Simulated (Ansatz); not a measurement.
AlSiCN (P3m1, No. 156, 4 atoms in the cell; start mp-1227998) was calculated with LDA (Ansatz, a first-principles code, plane waves, PAW).

Excerpt of the program's output:

```
Crystal: 4 atoms, lattice volume = 40.787 Å³
Basis set: ecut = 520 eV, 1099 PW (Γ), exchange–correlation on 48×48×80 points (8 copies of the dense FFT grid, shifted against one another)
Bands: 12, of which v1, the nominal top of the filled ones, is band 8 counted from 1 (7 counted from 0)
Symmetry: 6 space group operations
Space group: P3m1 (ITA 156), of the structure as read, at distance tolerance 3.4e-5 Å
k-points: 131 of 1152 (time reversal used)
Functional: x = slater, c = lda
SCF iter   1: F=—  HF=-1741.938624 eV  |F-HF|=—  |Δ(HF+E_count)|=         —  Δρ=7.96e-3  dr2=2.71e-2
SCF iter   2: F=—  HF=-1741.931296 eV  |F-HF|=—  |Δ(HF+E_count)|=   7.33e-3  Δρ=3.89e-3  dr2=2.96e-3
  ...
SCF iter   8: F=—  HF=-1741.930250 eV  |F-HF|=—  |Δ(HF+E_count)|=  5.36e-10  Δρ=1.29e-6  dr2=1.68e-9
SCF iter   9: F=-1741.930250 eV  HF=-1741.930250 eV  |F-HF|=5.00e-12  |Δ(HF+E_count)|=  4.46e-10  Δρ=3.07e-7  dr2=1.96e-11
SCF 1 converged in 9 iterations: F = -1741.930250 eV  dr2 = 1.96e-11
SCF converged after 9 iterations
Free energy (F): -1741.930250 eV
Internal energy: -1741.930250 eV  (E = F + TS)
E sigma→0 (E₀):  -1741.930250 eV
Fermi energy:    10.257027 eV
--- Stress (GPa, compression-positive) ---
       -0.011294       0.000000       0.000000
        0.000000      -0.011294      -0.000000
        0.000000       0.000000       0.013131
  P = ⅓ Tr σ = -0.0032 GPa (-0.032 kbar)
```

### Question
Write an input file that could have produced this run (the log leaves some choices open).

### Answer
Several could match; the one computed here: 
Ansatz 0.2 input:
```yaml
crystal:
  lattice:
    - [3.0719021292, 0.0, 0.0]
    - [-1.5359510646, 2.6603452819, 0.0]
    - [0.0, 0.0, 4.9909302834]
  atoms:
    - { symbol: Al, position: [0.3333333333, 0.6666666667, 0.5070802146] }
    - { symbol: Si, position: [0.6666666667, 0.3333333333, 0.9974491788] }
    - { symbol: C, position: [0.3333333333, 0.6666666667, 0.1085775203] }
    - { symbol: N, position: [0.6666666667, 0.3333333333, 0.6368830863] }
basis:
  ecutwfc: 520
  ecutrho_ratio: 4
  xc_grid: 2
kpoints:
  mp_grid: { grid: [12, 12, 8] }
  band_path:
    path:
      - [0.0, 0.0, 0.0]
      - [0.041667, 0.0, 0.0]
      - [0.083333, 0.0, 0.0]
      - [0.125, 0.0, 0.0]
      - [0.166667, 0.0, 0.0]
      - [0.208333, 0.0, 0.0]
      - [0.25, 0.0, 0.0]
      - [0.291667, 0.0, 0.0]
      - [0.333333, 0.0, 0.0]
      - [0.375, 0.0, 0.0]
      - [0.416667, 0.0, 0.0]
      - [0.458333, 0.0, 0.0]
      - [0.5, 0.0, 0.0]
      - [0.472222, 0.055556, 0.0]
      - [0.444444, 0.111111, 0.0]
      - [0.416667, 0.166667, 0.0]
      - [0.388889, 0.222222, 0.0]
      - [0.361111, 0.277778, 0.0]
      - [0.333333, 0.333333, 0.0]
      - [0.309524, 0.309524, 0.0]
      - [0.285714, 0.285714, 0.0]
      - [0.261905, 0.261905, 0.0]
      - [0.238095, 0.238095, 0.0]
      - [0.214286, 0.214286, 0.0]
      - [0.190476, 0.190476, 0.0]
      - [0.166667, 0.166667, 0.0]
      - [0.142857, 0.142857, 0.0]
      - [0.119048, 0.119048, 0.0]
      - [0.095238, 0.095238, 0.0]
      - [0.071429, 0.071429, 0.0]
      - [0.047619, 0.047619, 0.0]
      - [0.02381, 0.02381, 0.0]
      - [0.0, 0.0, 0.1]
      - [0.0, 0.0, 0.2]
      - [0.0, 0.0, 0.3]
      - [0.0, 0.0, 0.4]
      - [0.0, 0.0, 0.5]
      - [0.041667, 0.0, 0.5]
      - [0.083333, 0.0, 0.5]
      - [0.125, 0.0, 0.5]
      - [0.166667, 0.0, 0.5]
      - [0.208333, 0.0, 0.5]
      - [0.25, 0.0, 0.5]
      - [0.291667, 0.0, 0.5]
      - [0.333333, 0.0, 0.5]
      - [0.375, 0.0, 0.5]
      - [0.416667, 0.0, 0.5]
      - [0.458333, 0.0, 0.5]
      - [0.5, 0.0, 0.5]
      - [0.472222, 0.055556, 0.5]
      - [0.444444, 0.111111, 0.5]
      - [0.416667, 0.166667, 0.5]
      - [0.388889, 0.222222, 0.5]
      - [0.361111, 0.277778, 0.5]
      - [0.333333, 0.333333, 0.5]
      - [0.309524, 0.309524, 0.5]
      - [0.285714, 0.285714, 0.5]
      - [0.261905, 0.261905, 0.5]
      - [0.238095, 0.238095, 0.5]
      - [0.214286, 0.214286, 0.5]
      - [0.190476, 0.190476, 0.5]
      - [0.166667, 0.166667, 0.5]
      - [0.142857, 0.142857, 0.5]
      - [0.119048, 0.119048, 0.5]
      - [0.095238, 0.095238, 0.5]
      - [0.071429, 0.071429, 0.5]
      - [0.047619, 0.047619, 0.5]
      - [0.02381, 0.02381, 0.5]
      - [0.5, 0.0, 0.4]
      - [0.5, 0.0, 0.3]
      - [0.5, 0.0, 0.2]
      - [0.5, 0.0, 0.1]
      - [0.333333, 0.333333, 0.4]
      - [0.333333, 0.333333, 0.3]
      - [0.333333, 0.333333, 0.2]
      - [0.333333, 0.333333, 0.1]
    npoints: 1
hamiltonian:
  xc: lda
  dispersion: none
  pseudopotentials: { kind: paw }
scf:
  occupations: { method: fermi_dirac, width: 0.01 }
  convergence: { dr2_threshold: 0.0000000004 }
output:
  forces: true
  stress: true
  eigenvalues: true
  write_bands: true
```

The PAW data were made under PBE.

The result took about 9 core-seconds (a rough figure).

A start named mp-… is a Materials Project structure, which need not be a measured phase.
